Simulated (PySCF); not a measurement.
PySCF 2.14.0, PBE0/def2-svp, df: Mo(NH)(S)(NH2)(Me) ([CH3][Mo](=[NH])([NH2])=[S]), 11 atoms. The geometry is a generated start, not checked to be a minimum at this level.

| Item | Value |
|---|---|
| task | energy |
| method | pbe0 |
| basis | def2-svp |
| two-electron scheme | density fitting |
| mol.max_memory | 3000 MB |
| mf.max_cycle | 100 |
| mf.init_guess | minao (default) |
| mf.DIIS | CDIIS (default) |
| mf.diis_space | 8 (default) |
| mf.conv_tol | 1e-09 (default) |
| mf.grids.level | 3 (default) |
| effective core potentials | those of the basis set, past Kr |
| basis functions | 121 |
| grid points | 142088 |

```xyz
11

Mo     0.5569     0.0476    -0.3884
N      0.2622    -1.0151    -1.7249
H      0.2289    -1.6557    -2.5112
S      2.5575     0.0390     0.3901
N     -0.1684     1.7973    -0.5106
H      0.2313     2.5777     0.0194
H     -0.8925     2.1809    -1.1219
C     -0.5388    -0.8690     1.2238
H     -0.3206    -1.9398     1.3539
H     -1.6302    -0.7847     1.0903
H     -0.2863    -0.3782     2.1795
```

Charge 0 and multiplicity 1 are set for this test and not shown to be the ground state.

One run each on 2 threads, 1 BLAS thread. Values of level_shift (Hartree) tried: 0 (default), 0.1, 0.3, 1.

Problem. Which value of level_shift (Hartree) needs the fewest Fock builds, and what happens away from it?

Solution. Fewest Fock builds, within one of each other: 0 (default) with 14, 0.1 with 15. The count rises to 47 at 1. All converge to one solution.

```csv
level_shift (Hartree),Fock builds,end
0 (default),14,same solution
0.1,15,same solution
0.3,19,same solution
1,47,same solution
```
